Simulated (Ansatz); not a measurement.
The parent structure is Os in the hcp (Mg type) structure (space group P6_3/mmc, No. 194; a = 2.754 Å, c = 4.347 Å; relaxed with 0.1 eV smearing). Axes: x lies along a and z along c of the hexagonal cell.

Level of theory: Ansatz (a first-principles code) PBE, no SOC.

Base values:

```
Quantity  Result
--------  ------
Band gap    zero
```

The change: uniaxial stress, 0.5 GPa tension along x, with the cell and atoms free to relax against it.

### Question
Estimate the effect on the band gap and strain response.

### Answer
The band gap remains zero; the strain response (xx, yy, zz) comes out as (+0.08, −0.02, −0.02) %.

Beyond what the load breaks, stability against distortions was not tested. The final runs are not spin-polarised.
